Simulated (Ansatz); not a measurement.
Bulk modulus B0 of BAs (model structure, started from the NiAs type, P6₃/mmc, No. 194, 4 atoms in the cell) at several levels of theory

No measured value is used here.

| level (code) | value (GPa) | cell (Å³/atom) |
|---|---|---|
| LDA (Ansatz) | [?] | 11.92 |
| PBEsol (Ansatz) | 133 | 12.16 |
| r²SCAN (Ansatz) | 126 | 12.44 |

Complete the blanks.


- LDA (Ansatz, a quantum-chemistry and plane-wave program), value (GPa): 139

LDA, PBEsol, r²SCAN: the bulk modulus is −V dP/dV from two relaxed cells at ±2 % in volume. Each level is taken at its own relaxed cell. Cutoffs differ between the levels. Ansatz's density-functional and Hartree–Fock values are scalar-relativistic unless marked +SOC, with PAW data made under PBE.

A model structure was made by putting elements into a prototype or built by hand; it is no filed structure, need not be a known phase, and can be a saddle point held by its symmetry.
